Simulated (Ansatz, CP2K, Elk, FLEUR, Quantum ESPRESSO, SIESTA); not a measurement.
# One structure in several programs: LaAl (Cmcm, 8 atoms in the cell)

Self-consistent single point, at a second geometry (lattice scaled by 0.98). First geometry:

```
CELL_PARAMETERS angstrom
      4.83233    -3.97682     0.00000
      4.83233     3.97682     0.00000
      0.00000     0.00000     5.85942
ATOMIC_POSITIONS crystal
  La 0.48690 0.15832 0.75000
  La 0.51310 0.84168 0.25000
  La 0.15832 0.48690 0.25000
  La 0.84168 0.51310 0.75000
  Al 0.30168 0.69832 0.75000
  Al 0.69832 0.30168 0.25000
  Al 0.00000 0.00000 0.50000
  Al 0.00000 0.00000 0.00000
```

Shared settings, as Ansatz (an electronic-structure program) writes them: kpoints.mp_grid.grid = 3 3 4; scf.occupations.method = fermi_dirac; scf.occupations.width = 0.1 eV. Potentials and cutoffs stand in the table.

| code | model | ΔF from the first geometry (meV/atom) | pressure (GPa) | largest force (eV/Å) | cutoff |
|---|---|---|---|---|---|
| Elk | PBEsol, all-electron FP-LAPW, Elk's shipped species files, APW+lo basis with extra local orbitals | -32.0 | – | – | rgkmax 7.5 |
| Quantum ESPRESSO | PBEsol, GBRV 1.5 ultrasoft (PBESOL) pseudopotentials | -33.8 | -1.83 | 0.103 | 40 Ry |
| SIESTA | GGA PBEsol, numerical atomic orbitals DZP, PseudoDojo PBEsol standard norm-conserving potentials (rewritten from UPF to PSML) | -23.4 | -0.57 | 0.201 | grid 300 Ry |
| FLEUR | PBEsol, all-electron FLAPW (FLEUR), scalar-relativistic valence | -33.0 | – | – | Kmax 4.1 1/bohr |
| Ansatz | PBEsol, PAW files made with PBE | -34.0 | -1.87 | 0.123 | default |
| CP2K | PBEsol, GPW, DZVP-MOLOPT-SR-GTH basis, GTH-PBE potentials (GTH_POTENTIALS) | -21.2 | -0.51 | 0.095 | grid 500 Ry |

Size of the force on each atom (eV/Å): Sizes of forces hide their directions.

```tsv
code	La1	La2	La3	La4	Al5	Al6	Al7	Al8
Quantum ESPRESSO	0.084	0.084	0.084	0.084	0.103	0.103	0.000	0.000
SIESTA	0.201	0.201	0.201	0.201	0.083	0.083	0.000	0.000
Ansatz	0.085	0.085	0.085	0.085	0.123	0.123	0.000	0.000
CP2K	0.095	0.095	0.095	0.095	0.086	0.086	0.000	0.000
```

A dash marks a value that a program does not give, or that is left out as unsure.

The spread over the programs that give each value: ΔF from the first geometry within 12.8 meV/atom; pressure within 1.36 GPa; largest force within 0.106 eV/Å.

SIESTA and CP2K use small atom-centred bases, whose incompleteness enters pressures, forces and empty levels differently from a plane-wave cutoff. Elk and FLEUR treat all electrons, but the usual bases taken here (sphere radii, linearisation, local orbitals, empty states) were not tested for convergence, so the values are no reference for the others. Ansatz's pressure is given at a fixed set of plane waves, as the other plane-wave codes print theirs. In the pressure, SIESTA (by 1.28) and CP2K (by 1.34) lie more than 1 GPa from the median of the plane-wave programs. In the force vectors, SIESTA (by 0.174) lies more than 0.08 eV/Å from the median of the plane-wave programs.

The shared mesh is coarse (it stands for a supercell whose shortest vector is 18 Å), so the values are not converged in it.

The starting cell comes from a database of computed structures (which also holds hypothetical and non-ambient phases and stackings), without a prior relaxation at this level. Its lattice was rescaled by a random factor within 2.5 % of one. For this run, on top of that: lattice scaled by 0.98.

Keys are those of Ansatz 0.2.
